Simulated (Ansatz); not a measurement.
## Response to strain in Sb

Start from Sb (space group R-3m, No. 166; layered; relaxed with 0.1 eV smearing).

```xyz
2
Lattice="2.1631 1.2489 3.7797 -2.1631 1.2489 3.7797 0.0000 -2.4978 3.7797" Properties=species:S:1:pos:R:3 pbc="T T T"
Sb     0.0000     0.0000     2.6465
Sb     0.0000     0.0000     8.6925
```

Cartesian axes are those of the cell as printed.

Strains are applied to the cell and any free atomic positions relax; under biaxial strain the out-of-plane vector relaxes too; under stress the whole cell relaxes.

Computed with Ansatz (a first-principles code) r2SCAN+rVV10, no spin-orbit coupling.

Notes on the quantities. pressure: mean of the normal stresses, compression positive; energy relative to the base: free energy F.

```json
[
 {"change": "base", "space group": "R-3m (No. 166)", "volume per atom": "30.63 Å³", "pressure": "0.0 GPa", "energy relative to the base": "0 meV/atom"},
 {"change": "biaxial strain +4.68 %, plane normal [001], relaxed out of plane", "space group": "R-3m (No. 166)", "volume per atom": "31.92 Å³", "pressure": "-2.8 GPa", "energy relative to the base": "+39 meV/atom"},
 {"change": "isotropic strain +0.43 %", "space group": "R-3m (No. 166)", "volume per atom": "31.03 Å³", "pressure": "-0.5 GPa", "energy relative to the base": "+0.7 meV/atom"},
 {"change": "isotropic strain +0.47 %", "space group": "R-3m (No. 166)", "volume per atom": "31.07 Å³", "pressure": "-0.6 GPa", "energy relative to the base": "(withheld)"},
 {"change": "isotropic strain +2.83 %", "space group": "R-3m (No. 166)", "volume per atom": "33.31 Å³", "pressure": "-3.0 GPa", "energy relative to the base": "+27 meV/atom"},
 {"change": "isotropic strain +3.51 %", "space group": "R-3m (No. 166)", "volume per atom": "33.97 Å³", "pressure": "-3.5 GPa", "energy relative to the base": "(withheld)"},
 {"change": "tensor shear ε_xz = +0.30 %", "space group": "P-1 (No. 2)", "volume per atom": "30.63 Å³", "pressure": "0.0 GPa", "energy relative to the base": "+0.1 meV/atom"},
 {"change": "tensor shear ε_yz = +1.48 %", "space group": "C2/m (No. 12)", "volume per atom": "30.63 Å³", "pressure": "0.1 GPa", "energy relative to the base": "+2.9 meV/atom"},
 {"change": "uniaxial stress, 1 GPa compression along z", "space group": "R-3m (No. 166)", "volume per atom": "30.10 Å³", "pressure": "–", "energy relative to the base": "+2.6 meV/atom"}
]
```

Problem. What belongs in the blanks?

Solution. 
- isotropic strain +0.47 %, energy relative to the base: +0.8 meV/atom
- isotropic strain +3.51 %, energy relative to the base: +40 meV/atom

Stability under load was not tested beyond the relaxation.
